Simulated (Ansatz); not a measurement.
**Effect of biaxial strain −0.94 %, plane normal [001], relaxed out of plane on TaS2**

Start from TaS2 in the CdI2 type structure (space group P-3m1, No. 164; a = 3.329 Å, c = 5.785 Å; layered, stacked along the Cartesian z axis). Axes: x lies along a and z along c of the hexagonal cell.

Perturbation: compressive biaxial strain of 0.94 % in the plane normal to [001], as in epitaxy on a mismatched substrate; the out-of-plane cell vector and the atoms relax.

Calculations: PBE-D3(BJ) (Ansatz, a program for electronic structure; PAW; 420 eV plane waves; without spin-orbit coupling). Γ-centred 16×16×8 mesh, Fermi–Dirac width 0.05 eV.

```tsv
quantity	base	changed	shift
volume per atom	18.51 Å³	18.22 Å³	-0.284 Å³
space group	P-3m1 (No. 164)	P-3m1 (No. 164)	–
shortest interatomic distance	246.6 pm	246.0 pm	-0.54 pm
pressure (mean of the normal stresses, compression positive)	0.0 GPa	1.4 GPa	+1.4 GPa
band gap	zero	zero	–
out-of-plane strain (rough)	–	+0.34 %	–
```

Final structure (turned so that z lies along the plane normal):

```xyz
3
Lattice="3.2975 0.0000 0.0000 1.6488 2.8557 0.0000 0.0000 0.0000 5.8053" Properties=species:S:1:pos:R:3 pbc="T T T"
Ta     0.0000     0.0000     0.0000
S      1.6488     0.9519     1.5585
S      3.2975     1.9038     4.2468
```

Without a gap, meshes like the base's 16×16×8 leave anisotropic stresses uncertain by several tenths of a GPa, and small strain energies with them. Stability against distortions was not tested. The final runs are not spin-polarised. An odd electron count without spin: TaS2.
